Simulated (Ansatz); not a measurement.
## ScPdN₂ (model structure, started from the PtCoO2 type, R-3m, No. 166, 4 atoms in the cell)

The numbers are results of r²SCAN (plane waves, PAW; Ansatz, a program for electronic structure), not measurements.

Run with plane-wave cutoff 560 eV, 20×20×20 k mesh, Fermi–Dirac smearing 0.05 eV, scalar-relativistic PAW data made under PBE.

Cell (relaxed at this level):

```
PdScN2
1.0
    1.62709     0.93940     5.94585
   -1.62709     0.93940     5.94585
    0.00000    -1.87880     5.94585
Sc Pd N
1 1 2
Cartesian
  0.00000   0.00000   8.91878
  0.00000   0.00000   0.00000
  0.00000   0.00000  15.94857
  0.00000   0.00000   1.88898
```

For ScPdN₂ (model structure, started from the PtCoO2 type, R-3m, No. 166, 4 atoms in the cell), the band gap is none and the bulk modulus is 124 GPa.

Note: the bulk modulus is −V dP/dV from two relaxed cells at ±2 % in volume; the relaxation could raise the start's symmetry but not lower it, so the cell can be a saddle point.

Spin–orbit coupling is not included.

Static lattice: no zero-point or thermal effects.

Cost on a shared machine: very roughly 20 core-minutes.

A model structure was made by putting elements into a prototype or built by hand; it is no filed structure, need not be a known phase, and can be a saddle point held by its symmetry.
